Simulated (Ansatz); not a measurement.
For V2O5 (C2/c, No. 15, 14 atoms in the cell; start mp-542844), LDA in Ansatz (PAW) gives:

- volume per atom: 9.76 Å³/atom
- formation enthalpy: -2.559 eV/atom

Q: What does r²SCAN (PAW; Ansatz, a quantum-chemistry and plane-wave program) give for the same quantities?

A: 
- equilibrium volume per atom: 10.20 Å³/atom (grows by 4.5 %)
- formation enthalpy: -2.428 eV/atom (moves by +0.131 eV/atom)

Changes are worked out from the printed values.

Unless a cell is named, each level is at its own relaxed cell (LDA 9.76, r²SCAN 10.20 Å³/atom).

Caveats: the relaxation could not lower the start's symmetry, so the cell can be a saddle point above a distorted one (LDA, r²SCAN). Ansatz's density-functional and Hartree–Fock values are scalar-relativistic unless marked +SOC, with PAW data made under PBE.

A start named mp-… is a Materials Project structure, which need not be a measured phase.
